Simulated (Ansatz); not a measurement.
The starting structures come from a database of crystals and need not be the phases stable at ambient conditions.

 Where the default PAW files enter, the runs use the earlier of Ansatz's two default sets.

Crystal: CaHBr (P4/nmm, not sure to be the ambient phase, 6 atoms a cell, 19.0 Å³ an atom); planes in its conventional cell.

Method: r2SCAN (plane waves, PAW; Ansatz, a program for electronic structure).

No gap correction and no spin-orbit coupling; mid-gap values are interpolated between computed energies.

| plane | area of the cell (Å²) | mid-gap κ (1/Å) | largest κ in the gap (1/Å) |
|---|---|---|---|
| (001) | 14.6 | 0.32 | 0.32 |
| (110) | 42.1 | … | … |
| (100) | 29.8 | … | … |

The slowest decay depends on the direction. Supply the withheld values.


- (110), mid-gap κ (1/Å): 0.42
- (110), largest κ in the gap (1/Å): 0.42
- (100), mid-gap κ (1/Å): 0.37
- (100), largest κ in the gap (1/Å): 0.37
